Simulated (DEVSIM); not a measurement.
Device: Co/Al2O3/p-Si capacitor, at 300 K.

Layer 1 from the left is Al2O3, thickness (nm) 3.50. Layer 2 from the left is Si, thickness (nm) 610, Na (cm⁻³) 8.9e17.

Metal gate on the left, work function 5 eV. Fixed charge at the semiconductor interface 6.5e10 cm⁻² (in units of +e); no interface traps.

The device is made up for the run: typed textbook-type constants, with dimensions and the other settings drawn at random. Values at 300 K.

Al2O3: gap (eV) 6.8, affinity (eV) 1.35, permittivity 9. Si: gap (eV) 1.124, affinity (eV) 4.05, permittivity 11.7, Nc (cm⁻³) 2.86e19, Nv (cm⁻³) 3.1e19.

Question: Estimate by hand the flat-band voltage, the threshold voltage, and compare with a numerical solution.

Answer: 
- Flat-band voltage: C = 2.28 μF/cm², work-function difference -0.082 V; VFB = φms − qNf/C = -0.09 V; numerical -0.09 V.
- Threshold voltage: φF = 0.471 V, depletion charge √(4εqNφF) = 5.28e-7 C/cm²; VT = VFB + 2φF + Qd/C = 1.09 V; numerical 1.09 V.

DEVSIM, 1D Poisson equation in equilibrium, Boltzmann statistics, complete ionisation; no quantum confinement or tunnelling. Metal contacts follow the ideal Schottky-Mott rule: no Fermi-level pinning, no interface dipoles.
